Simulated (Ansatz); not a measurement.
Results of PBE-D3(BJ) in Ansatz (PAW) for hexagonal WC.

Numerical settings: plane-wave cutoff 520 eV, 24×24×20 k mesh (along the axes of the cell as run), Fermi–Dirac smearing 0.05 eV, no spin polarisation, scalar-relativistic PAW data made under PBE.

Response to compression and expansion:

Shape and atoms are relaxed at each volume.

| V (Å³/atom) | P (GPa) | c (Å) | a (Å) |
|---|---|---|---|
| 9.917 | 17.75 | 2.800 | 2.860 |
| 10.123 | 8.41 | 2.816 | 2.881 |
| 10.330 | 0.00 | 2.832 | 2.902 |
| 10.537 | -7.57 | 2.848 | 2.923 |
| 10.743 | -14.38 | 2.863 | 2.944 |

Note: the bulk modulus comes from volumes at which shape and atoms were relaxed.

Ansatz is a program for electronic structure.
